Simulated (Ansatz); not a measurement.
The starting structures come from a database of crystals and need not be the phases stable at ambient conditions.

Tunnelling through a barrier is set by its complex band structure: the current falls as exp(−2κd) with the smallest κ.

```
CELL_PARAMETERS angstrom
      4.64239     0.00000     0.00000
     -2.32119     4.02043     0.00000
      0.00000     0.00000    10.18876
ATOMIC_POSITIONS crystal
  Mg 0.00000 0.00000 0.75000
  Mg 0.00000 0.00000 0.25000
  Mg 0.66667 0.33333 0.93430
  Mg 0.33333 0.66667 0.06570
  Mg 0.33333 0.66667 0.43430
  Mg 0.66667 0.33333 0.56570
  Mn 0.00000 0.00000 0.00000
  Mn 0.00000 0.00000 0.50000
  H  0.32701 0.16351 0.40687
  H  0.67299 0.83649 0.59313
  H  0.16351 0.32701 0.90687
  H  0.83649 0.67299 0.09313
  H  0.83649 0.16351 0.40687
  H  0.16351 0.83649 0.59313
  H  0.67299 0.83649 0.90687
  H  0.32701 0.16351 0.09313
  H  0.83649 0.67299 0.40687
  H  0.16351 0.32701 0.59313
  H  0.16351 0.83649 0.90687
  H  0.83649 0.16351 0.09313
  H  0.66667 0.33333 0.75000
  H  0.33333 0.66667 0.25000
```

Space group of this cell: P6_3/mmc. The cell is taken as given.

Transport runs along the normal of the first two printed cell vectors, the (001) plane of the conventional cell.

The gap is the functional's own, uncorrected, and κ follows it; spin-orbit coupling is left out. Mid-gap values are interpolated between the computed energies.

### Question
State the band gap and the smallest decay constant κ at mid-gap according to r2SCAN in Ansatz (a program for electronic structure).

### Answer
Gap 2.10 eV on a 12×12×4 mesh; κ = 0.448 1/Å, at (0.333, 0.000) of the in-plane reciprocal vectors. At the zone centre, at the nearest computed energy, the slowest state has κ = 0.55 1/Å.
